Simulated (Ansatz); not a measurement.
The cell is made up: elements placed on another compound's structure type, so the phase may be hypothetical.

By PBEsol, the system below comes out a metal.

Without scattering a metal conducts by its projected Fermi surface.

Data:

```
AlPt3N
1.0
    4.14397     0.00000     0.00000
    0.00000     5.86045     0.00000
    0.00000     2.93023     2.93023
Al Pt N
1 3 1
Cartesian
  0.00000   0.00000   0.00000
  2.07198   1.46511   1.46511
  2.07198   4.39534   1.46511
  0.00000   2.93023   0.00000
  2.07198   2.93023   0.00000
```

Space group of this cell: Pm-3m, anti-perovskite. The cell was relaxed by PBE-D3(BJ); by PBEsol its mean pressure is -1.5 GPa.

The current flows along the normal of the first two printed cell vectors. No spin-orbit coupling; the value is a mean over 0.1 eV about the Fermi level.

**Question.** Estimate the ballistic conductance per area that PBEsol (Ansatz, a quantum-chemistry and plane-wave program) returns for this system.

**Answer.** 0.61 × 10¹⁵ S/m² for both spins.
